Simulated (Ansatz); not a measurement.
Consider the following.

End structure of a constructed model of the (0001) surface of hcp Ti, a layer of Sn in place of the third plane (bottom of the slab: a bare face, its two planes held):

```yaml
crystal:
  lattice:
    - [2.93864, 0.00000, 0.00000]
    - [-1.46932, 2.54493, 0.00000]
    - [0.00000, 0.00000, 27.50000]
  atoms:
    - { symbol: Ti, position: [0.66667, 0.33333, 0.29315] }
    - { symbol: Ti, position: [0.33333, 0.66667, 0.37772] }
    - { symbol: Ti, position: [0.66667, 0.33333, 0.46137] }
    - { symbol: Sn, position: [0.33333, 0.66667, 0.55024] }
    - { symbol: Ti, position: [0.66667, 0.33333, 0.63939] }
    - { symbol: Ti, position: [0.33333, 0.66667, 0.71791] }
```

Slab: 6 atoms, 11.4 Å thick at the start; k 15x15x1, smearing 0.1 eV, dipole-corrected; 2 atoms held, the rest relaxed; symmetry of the start imposed; no spin, no spin-orbit, no U. In PBE it is, or lies within 0.01 eV a 1x1 cell of, the lowest of the 2 structures of its composition computed so far; larger cells were not tried.

**Question.** Predict the work function of the top face from PBE (Ansatz, a program for electronic structure).

**Answer.** 4.44 eV
